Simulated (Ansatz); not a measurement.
We consider SnO₂ (P4₂/mnm, No. 136, 6 atoms in the cell; start mp-550172), described by r²SCAN-D4 (Ansatz, a program for electronic structure, plane waves, PAW).

Run with plane-wave cutoff 500 eV, 8×8×12 k mesh (along the axes of the cell as run), gaussian smearing 0.02 eV, scalar-relativistic PAW data made under PBE.

Cell (relaxed at this level):

```
CELL_PARAMETERS angstrom
      4.74815     0.00000     0.00000
      0.00000     4.74819     0.00000
      0.00000     0.00000     3.19699
ATOMIC_POSITIONS crystal
  Sn 0.50000 0.50000 0.50000
  Sn 0.00000 0.00000 0.00000
  O  0.30580 0.30583 0.00000
  O  0.69420 0.69417 0.00000
  O  0.80580 0.19417 0.50000
  O  0.19420 0.80583 0.50000
```

### Question
Give the computed band gap.

### Answer

- band gap = 1.84 eV (on the SCF k mesh)

Note: the relaxation could not lower the start's symmetry, so the cell can be a saddle point above a distorted one.

Spin–orbit coupling is not included.

Static lattice: no zero-point or thermal effects.

It cost about 3 core-minutes (a rough figure) of CPU time.

A start named mp-… is a Materials Project structure, which need not be a measured phase.
